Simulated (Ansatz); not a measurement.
A self-consistent single point of Ge (P3m1, 4 atoms in the cell) with Ansatz (a first-principles code).

Level of theory: LDA (PW92), default PAW files made with PBE (plane waves; Ansatz).

```xyz
4
Lattice="3.9776 0.0000 0.0000 -1.9888 3.4447 0.0000 0.0000 0.0000 6.5664" Properties=species:S:1:pos:R:3 pbc="T T T"
Ge     1.9888     1.1482     0.4630
Ge     0.0000     2.2965     6.1534
Ge     0.0000     2.2965     3.6962
Ge     1.9888     1.1482     2.8702
```

Reference input (self-consistent single point, DFT, LDA (PW92), plane waves, default PAW files made with PBE): basis.ecutwfc = 420 eV; kpoints.mp_grid.grid = 10 10 5; hamiltonian.xc = lda; hamiltonian.pseudopotentials = {kind: paw} (the program's default PAW files); scf.occupations.method = fermi_dirac; scf.occupations.width = 0.1 eV. This run's input differs from it in these lines:

Ansatz 0.2 input:
```diff
@@ -14,3 +14,3 @@
 kpoints:
-  mp_grid: { grid: [10, 10, 5] }
+  mp_grid: { grid: [5, 5, 3] }
 hamiltonian:
@@ -19,3 +19,3 @@
 scf:
-  occupations: { method: fermi_dirac, width: 0.1 eV }
+  occupations: { method: tetrahedron }
 output:
```

Log, with long lists cut:

```
SCF iter   1: F=—  HF=-16862.685945 eV  |F-HF|=—  |Δ(HF+E_count)|=         —  Δρ=4.84e-3  dr2=8.75e-3  ethr=1.77e-3  ⟨swp⟩=6.2  Hψ=1529  notcnv=0
all-band conjugate gradients solve this SCF's bands
preconditioner: auto → Resta (q_TF=auto, 2.521 Å⁻¹)
SCF iter   2: F=—  HF=-16862.681280 eV  |F-HF|=—  |Δ(HF+E_count)|=   4.67e-3  Δρ=2.70e-3  dr2=2.66e-3  ethr=1.56e-5  ⟨swp⟩=2.0  Hψ=626  notcnv=0  defer=20
   [... lines left out ...]
SCF iter   5: F=—  HF=-16862.680544 eV  |F-HF|=—  |Δ(HF+E_count)|=   1.36e-6  Δρ=1.24e-4  dr2=6.83e-6  ethr=2.22e-8  ⟨swp⟩=2.0  Hψ=792  notcnv=0  defer=24
SCF iter   6: F=-16862.680537 eV  HF=-16862.680537 eV  |F-HF|=8.32e-8  |Δ(HF+E_count)|=   6.71e-6  Δρ=5.98e-6  dr2=9.94e-8  ethr=1.79e-10  ⟨swp⟩=5.1  Hψ=2038  notcnv=0
the band table was not solved further: it holds the bands as the self-consistency loop left them (on a frozen-density pass, as that pass's own solve left …
SCF 1 converged in 6 iterations: F = -16862.680537 eV  dr2 = 9.94e-8
Stability not checked (fill_not_monotonic)
Free energy (F): -16862.680537 eV
Internal energy: -16862.680537 eV  (E = F + TS)
E sigma→0 (E₀):  -16862.680537 eV
Fermi energy:    8.349098 eV
--- Forces (eV/Å), atoms counted from 1 ---
  atom   1  Ge     0.00000000    -0.00000000    -0.61881415
  atom   2  Ge     0.00000000     0.00000000     0.22476938
  atom   3  Ge    -0.00000000     0.00000000     0.07132868
  atom   4  Ge     0.00000000    -0.00000000     0.32270025
--- Stress (GPa, compression-positive) ---
       -0.707519      -0.000000       0.000000
       -0.000000      -0.707519       0.000000
        0.000000       0.000000      -0.361144
  P = ⅓ Tr σ = -0.5921 GPa (-5.921 kbar)
  The stress holds the Pulay correction. Without it, at fixed plane waves, as pw.x and ABINIT print it: P = -0.6188 GPa
```

The run converged in 6 iterations. Against the reference run the free energy goes up by 28.8 meV/atom, the pressure goes from -0.96 to -0.59 GPa and the largest force goes from 0.632 to 0.619 eV/Å.

The starting cell comes from a database of computed structures (which also holds hypothetical and non-ambient phases and stackings), without a prior relaxation at this level. Its lattice was rescaled by up to half a per cent. One atom was moved a little off its site on purpose. Ansatz's pressure includes its estimate of the finite-basis (Pulay) stress.
